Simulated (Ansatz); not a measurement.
The parent structure is Tl in the hcp (Mg type) structure (space group P6_3/mmc, No. 194; a = 3.476 Å, c = 5.472 Å; relaxed with 0.1 eV smearing). Axes: x lies along a and z along c of the hexagonal cell.

The values are results of PBEsol (Ansatz, a program for electronic structure), no SOC, not measurements.

It is then changed as follows: uniaxial strain ε_xx = −2.00 %, all other strain components held at zero; the atoms relax in the strained cell.

Task: What does the calculation give for the largest internal atomic displacement after the change?

Result: The largest internal atomic displacement amounts to 0.023 Å.

Task: What does the calculation give for the stress after the change?

Result: The stress (xx, yy, zz, yz, xz, xy; compression positive) comes out as (0.9, 0.7, 0.6, 0.0, 0.0, 0.0) GPa.

Stability against distortions was not tested.
